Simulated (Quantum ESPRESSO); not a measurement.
A self-consistent single point of SrZn₂ (P1, 6 atoms in the cell) with Quantum ESPRESSO.

Computed with PBEsol, GBRV 1.5 ultrasoft (PBESOL) pseudopotentials (plane waves; Quantum ESPRESSO 7.5).

The change in words: atoms moved at random. Reference geometry:
```yaml
crystal:
  lattice:
    - [-2.37608, 3.87441, 3.83995]
    - [2.37608, -3.87441, 3.83995]
    - [2.37608, 3.87441, -3.83995]
  atoms:
    - { symbol: Sr, position: [0.30347, 0.05347, 0.25000] }
    - { symbol: Sr, position: [0.69653, 0.94653, 0.75000] }
    - { symbol: Zn, position: [0.73249, 0.66359, 0.06890] }
    - { symbol: Zn, position: [0.26751, 0.33641, 0.93110] }
    - { symbol: Zn, position: [0.09469, 0.66359, 0.43110] }
    - { symbol: Zn, position: [0.90531, 0.33641, 0.56890] }
```

Reference input (self-consistent single point, DFT, PBEsol, plane waves, GBRV 1.5 ultrasoft (PBESOL) pseudopotentials): ecutwfc = 50 Ry; ecutrho = 250 Ry; occupations = smearing; smearing = gauss; degauss = 0.0099958 Ry; potentials = {Sr: sr_pbesol_v1.uspp.F.UPF, Zn: zn_pbesol_v1.uspp.F.UPF}; K_POINTS = automatic 4 4 4 0 0 0; conv_thr = 1e-10 Ry; mixing_beta = 0.7. This run's input differs from it in these lines:

```diff
@@ -27,8 +27,8 @@
 ATOMIC_POSITIONS {angstrom}
-Sr    0.000000000    1.937206000    0.410644360
-Sr    2.376075000    1.937206000    3.429306640
-Zn    0.000000000    0.533893974    5.096306168
-Zn    2.376075000    3.340518026   -1.256355168
-Zn    2.376075000   -0.533893974    1.256355168
-Zn    0.000000000    4.408305974    2.583595832
+Sr   -0.018813762    1.976779244    0.336049472
+Sr    2.369417238    1.912123057    3.409300495
+Zn    0.018680702    0.539697843    5.147246958
+Zn    2.430724725    3.338611816   -1.242869260
+Zn    2.287321470   -0.547559025    1.240131375
+Zn    0.040894627    4.403583065    2.629993960
 K_POINTS {automatic}
```

Output, abridged:

```
     Self-consistent Calculation

     iteration #  1     ecut=    50.00 Ry     beta= 0.70

---- Real-time Memory Report at c_bands before calling an iterative solver
           277 MiB given to the printing process from OS
           247 MiB allocation reported by mallinfo(arena+hblkhd)
------------------

     Threshold (ethr) on eigenvalues was too large:
     Diagonalizing with lowered threshold

---- Real-time Memory Report at c_bands before calling an iterative solver
           454 MiB given to the printing process from OS
           257 MiB allocation reported by mallinfo(arena+hblkhd)
------------------

   [... lines left out ...]
           484 MiB given to the printing process from OS
           288 MiB allocation reported by mallinfo(arena+hblkhd)
------------------

     negative rho (up, down):  1.312E-01 0.000E+00

     total energy              =   -1985.17373068 Ry
     estimated scf accuracy    <          7.6E-10 Ry

     iteration # 12     ecut=    50.00 Ry     beta= 0.70

---- Real-time Memory Report at c_bands before calling an iterative solver
           484 MiB given to the printing process from OS
           288 MiB allocation reported by mallinfo(arena+hblkhd)
------------------

     negative rho (up, down):  1.312E-01 0.000E+00
     End of self-consistent calculation

   [... 5 lines left out ...]

   [... 5 lines left out ...]

   [... 5 lines left out ...]

   [... 5 lines left out ...]

     the Fermi energy is     9.5360 ev

!    total energy              =   -1985.17373068 Ry
     estimated scf accuracy    <          7.1E-11 Ry
     smearing contrib. (-TS)   =      -0.00240506 Ry
     internal energy E=F+TS    =   -1985.17132562 Ry

     convergence has been achieved in  12 iterations

     negative rho (up, down):  1.312E-01 0.000E+00

     Forces acting on atoms (cartesian axes, Ry/au):

     atom    1 type  1   force =     0.00703439   -0.00364255    0.01071513
     atom    2 type  1   force =    -0.00189490    0.00135700    0.00216960
     atom    3 type  2   force =    -0.00037895   -0.00292590   -0.00250024
   [... lines left out ...]
     Total force =     0.025586     Total SCF correction =     0.000039
   [... lines left out ...]

     negative rho (up, down):  1.312E-01 0.000E+00
          total   stress  (Ry/bohr**3)                   (kbar)     P=      -18.99
  -0.00010076   0.00000586   0.00001575          -14.82        0.86        2.32
   0.00000586  -0.00016609  -0.00000141            0.86      -24.43       -0.21
   0.00001575  -0.00000141  -0.00012051            2.32       -0.21      -17.73

   JOB DONE.
```

The run converged in 12 iterations. Against the reference run the free energy goes up by 8.0 meV/atom, the pressure goes from -2.15 to -1.90 GPa and the largest force goes from 0.081 to 0.349 eV/Å. The full log also holds: “c_bands:  1 eigenvalues not converged”.

The starting cell comes from a database of computed structures (which also holds hypothetical and non-ambient phases and stackings), without a prior relaxation at this level. Its lattice was rescaled by a random factor within 2.5 % of one. For this run, on top of that: atoms moved at random.

Cost on one core of a shared machine: roughly 10 min.
